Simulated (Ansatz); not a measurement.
We consider GaN (model structure, started from the MgO type, Pm-3n, No. 223, 12 atoms in the cell), described by PBEsol in Ansatz (plane waves, PAW).

Numerical settings: plane-wave cutoff 520 eV, 6×6×6 k mesh, Fermi–Dirac smearing 0.01 eV, scalar-relativistic PAW data made under PBE.

Cell (relaxed at this level):

```
GaN
1.0
    5.51305     0.00000     0.00000
    0.00000     5.51305     0.00000
    0.00000     0.00000     5.51305
Ga N
6 6
Direct
  0.25000   0.00000   0.50000
  0.75000   0.00000   0.50000
  0.50000   0.75000   0.00000
  0.50000   0.25000   0.00000
  0.00000   0.50000   0.75000
  0.00000   0.50000   0.25000
  0.25000   0.50000   0.00000
  0.75000   0.50000   0.00000
  0.00000   0.75000   0.50000
  0.00000   0.25000   0.50000
  0.50000   0.00000   0.75000
  0.50000   0.00000   0.25000
```

### Question
Give the computed band gap.

### Answer

band gap: 1.56 eV (direct)

Note: the relaxation could raise the start's symmetry but not lower it, so the cell can be a saddle point.

Spin–orbit coupling is not included.

Computed values are for the static lattice.

The result took around 50 core-seconds (rough).

A model structure was made by putting elements into a prototype or built by hand; it is no filed structure, need not be a known phase, and can be a saddle point held by its symmetry.

Ansatz is an electronic-structure program.
